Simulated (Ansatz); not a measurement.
Start from AlN in the wurtzite structure (space group P6_3mc, No. 186; a = 3.107 Å, c = 4.978 Å). Axes: x lies along a and z along c of the hexagonal cell.

Structures relaxed with r2SCAN in Ansatz (plane waves to 500 eV, PAW, spin-orbit coupling left out), earlier PAW set.

Base:

Simulated powder pattern, Co Kα, λ = 1.79026 Å (kinematic, ideal powder, no thermal factors, no anomalous dispersion; the 8 strongest lines at most, above 2 %, up to 2θ = 90°):

```tsv
2θ (°)	I/Imax (%)	hkl
38.87	100	(100)
42.16	62	(002)
44.44	93	(101)
58.67	33	(102)
70.38	60	(110)
78.66	55	(103)
85.58	45	(112)
87.15	16	(201)
```

Perturbation: uniaxial strain ε_zz = +1.81 %, all other strain components held at zero, atoms relaxed at fixed cell.

After the change:

Simulated powder pattern, Co Kα, λ = 1.79026 Å (kinematic, ideal powder, no thermal factors, no anomalous dispersion; the 8 strongest lines at most, above 2 %, up to 2θ = 90°):

| 2θ (°) | I/Imax (%) | hkl |
|---|---|---|
| 38.87 | 100 | (100) |
| 41.37 | 63 | (002) |
| 44.26 | 96 | (101) |
| 58.06 | 33 | (102) |
| 70.38 | 60 | (110) |
| 77.46 | 58 | (103) |
| 85.05 | 44 | (112) |
| 87.02 | 17 | (201) |

The indices refer to the base's conventional cell; one index is shown for lines that coincide.

No phonon test of stability was made.

Ansatz is a program for electronic structure.
